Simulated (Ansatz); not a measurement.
A calculation on GaS (P6₃/mmc, No. 194; start mp-556742) returned lattice constant a 3.569 Å, lattice parameter c 16.158 Å, equilibrium volume per atom 22.28 Å³/atom.

### Question
Which level of theory produced these numbers?
(A) PBE-D4 (Ansatz, a quantum-chemistry and plane-wave program)
(B) PBEsol (Ansatz)
(C) PBE (Ansatz)
(D) PBE-D3(BJ) (Ansatz)

### Answer
B, PBEsol (Ansatz)

The others give: PBE-D4 3.586 Å, 15.131 Å, 21.06 Å³/atom; PBE 3.629 Å, 17.823 Å, 25.42 Å³/atom; PBE-D3(BJ) 3.593 Å, 15.328 Å, 21.43 Å³/atom.

Unless a cell is named, each level is at its own relaxed cell (PBE 25.42, PBE-D3(BJ) 21.43, PBE-D4 21.06, PBEsol 22.28 Å³/atom).

Caveats: the relaxation could not lower the start's symmetry, so the cell can be a saddle point above a distorted one (PBE-D4, PBE, PBE-D3(BJ), PBEsol). Ansatz's density-functional and Hartree–Fock values are scalar-relativistic unless marked +SOC, with PAW data made under PBE.

A start named mp-… is a Materials Project structure, which can be a computed phase never made.
